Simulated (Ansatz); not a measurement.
an ordered model of ordered Si6Ge2 alloy: the defect B_Si

Method: PBE, PAW (plane waves to 420 eV; Ansatz, a first-principles code). Cell: 64 sites, 2×2×2 repeats of a cell of 8 atoms; final energies on a 2×2×2 shifted mesh. Site at the start: the Si(2) site. Charged cells carry a point-charge image correction with potential alignment at far atoms. Dielectric constants: PBE linear response of the host. Host gap at this level: 0.38 eV. Finite-size and sampling errors can reach tenths of an eV here. The semilocal functional narrows the gap, so deep levels can fall outside it. Spin–orbit coupling is left out. Each state is the lowest found from its start.

Charges with a result: +2, +1, 0, −1. Others weren't obtained, and one of them could lie lower, also by skipping a charge.

| charge | moment (μB) | largest move off a lattice site (Å) | image correction with alignment (eV) |
|---|---|---|---|
| +2* | quenched | 0.27 | – |
| +1* | not spin-polarised | 0.27 | – |
| 0* | quenched | 0.27 | – |
| −1 | not spin-polarised | 0.27 | 0.20 |

* At this level the carrier isn't localised at the defect: at charge +2 holes occupy the valence band; at charge +1 holes occupy the valence band; at charge 0 holes occupy the valence band. Such a state is shallow or no state of the defect, and this cell gives it no level.

Starting moments that weren't kept: charge +2 began with 1 μB and ended with 0.0; charge 0 began with 1 μB and ended with 0.0.

Flagged in the runs: a host whose relaxation on this sampling wasn't shown to rest.

All states together cost about 2.1 core-hours (a rough figure).
